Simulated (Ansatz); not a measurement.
## BP, pressure series

Base system: BP in the zinc blende structure (space group F-43m, No. 216).

```cif
data_B4P4
_chemical_formula_sum 'P4 B4'
_space_group_name_H-M_alt 'F-43m'
_space_group_IT_number 216
_space_group_name_Hall 'F -4 2 3'
_cell_length_a 4.54829
_cell_length_b 4.54829
_cell_length_c 4.54829
_cell_angle_alpha 90.000
_cell_angle_beta 90.000
_cell_angle_gamma 90.000
loop_
_atom_site_label
_atom_site_type_symbol
_atom_site_symmetry_multiplicity
_atom_site_Wyckoff_symbol
_atom_site_fract_x
_atom_site_fract_y
_atom_site_fract_z
_atom_site_occupancy
P1 P 4 c 0.25000 0.25000 0.25000 1
B1 B 4 a 0.00000 0.00000 0.00000 1
```
(The calculation used a cell of 2 atoms; values per cell refer to that cell.)

Cell and atoms are relaxed at each pressure.

Level of theory: PBE (Ansatz, a program for electronic structure, PAW, without spin-orbit coupling), earlier PAW set.

Candidates:
(a) pressure −1 GPa
(b) pressure 7 GPa
(c) pressure 100 GPa
(d) pressure 75 GPa
(e) pressure 15 GPa

Before the change:

| Property | Result |
|---|---|
| Band gap | 1.25 eV |

Problem. Order them by band gap, highest first.

Solution. (a) pressure −1 GPa (1.26 eV), (b) pressure 7 GPa (1.19 eV), (e) pressure 15 GPa (1.13 eV), (d) pressure 75 GPa (0.75 eV), (c) pressure 100 GPa (0.62 eV)

Load acts through the strain it causes; cell and atoms are relaxed under it. Stability against distortions was not tested. Competing high-pressure phases were not computed.
